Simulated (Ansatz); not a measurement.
**Quartz-high SiO2 (high-temperature phase)**

Level of theory: r²SCAN (Ansatz, a first-principles code, plane waves, PAW).

Run with plane-wave cutoff 560 eV, 12×12×6 k mesh (along the axes of the cell as run), Fermi–Dirac smearing 0.01 eV, scalar-relativistic PAW data made under PBE.

Cell (relaxed with PBEsol):

```yaml
crystal:
  lattice:
    - [5.08088, 0.00000, 0.00000]
    - [-2.54044, 4.40017, 0.00000]
    - [0.00000, 0.00000, 5.55845]
  atoms:
    - { symbol: Si, position: [0.00000, 0.50000, 0.33333] }
    - { symbol: Si, position: [0.50000, 0.00000, 0.00000] }
    - { symbol: Si, position: [0.50000, 0.50000, 0.66667] }
    - { symbol: O, position: [0.58442, 0.79221, 0.83333] }
    - { symbol: O, position: [0.79221, 0.58442, 0.50000] }
    - { symbol: O, position: [0.20779, 0.79221, 0.16667] }
    - { symbol: O, position: [0.41558, 0.20779, 0.83333] }
    - { symbol: O, position: [0.20779, 0.41558, 0.50000] }
    - { symbol: O, position: [0.79221, 0.20779, 0.16667] }
```

```yaml
band_gap: 6.23 eV (indirect)
smallest_direct_gap_on_the_k_points_sampled: 6.42 eV
```

Note: symmetry holds this phase in the static calculation, where it need not be a minimum; held by symmetry at 0 K, a high-temperature phase can be a saddle point; cell and atoms aren't relaxed at this level (largest force component 0.14 eV/Å, pressure -2.4 GPa).

Computed values are for the static lattice.

Cost on a shared machine: about 120 core-seconds (a rough figure).
